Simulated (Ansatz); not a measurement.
Start from LuN in the zinc blende structure (space group F-43m, No. 216; a = 5.072 Å; a hypothetical phase, not in the database extracts checked). Axes: x, y, z lie along the cube axes.

Level of theory: plane-wave PAW DFT at the PBEsol level (Ansatz, an electronic-structure program, 420 eV), without spin-orbit coupling.

It is then changed as follows: uniaxial strain ε_zz = +0.55 %, all other strain components held at zero, atoms relaxed at fixed cell.

**Question.** Predict the stress tensor and what it implies for the stiffness.

**Answer.** Stress of the strained cell less that of the base (GPa, compression positive):
```
  -0.64    0.00    0.00
   0.00   -0.64    0.00
   0.00    0.00   -0.88
```

Then −Δσ_ii/ε with ε = 0.0055 gives relaxed-ion elastic constants: C33 ≈ 159 GPa, C13 ≈ 116 GPa and C23 ≈ 116 GPa.

Whether these cells are dynamically stable was not tested.
